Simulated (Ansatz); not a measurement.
NaCl in the NiAs type structure (space group P6_3/mmc, No. 194; a cell from a computed database, its experimental status unchecked)

```
CELL_PARAMETERS angstrom
      3.85715     0.00000     0.00000
     -1.92857     3.34039     0.00000
      0.00000     0.00000     6.98582
ATOMIC_POSITIONS crystal
  Na 0.66667 0.33333 0.25000
  Na 0.33333 0.66667 0.75000
  Cl 0.00000 0.00000 0.00000
  Cl 0.00000 0.00000 0.50000
```

All numbers come from PBEsol in Ansatz (plane waves to 420 eV, PAW, without spin-orbit coupling). Γ-centred 8×8×4 mesh, Fermi–Dirac width 0.05 eV.

| Property | Result |
|---|---|
| Volume per atom | 22.50 Å³ |
| Density | 2.16 g/cm³ |
| Band gap | 4.38 eV, indirect, K → Γ |
| Electron mass | 0.39 mₑ |
| Lowest conduction-band minima above the VBM | Γ 4.38 eV |
| Total energy | -1270.087 eV/atom (σ→0; compares only within this code and set-up) |

Effective masses come from finite differences of ±0.01 Å⁻¹. Stability against distortions was not tested. The base started in P-62m and relaxed to P6_3/mmc at this level. This is not the structure that NaCl has at room temperature and ambient pressure.

Ansatz is a quantum-chemistry and plane-wave program.
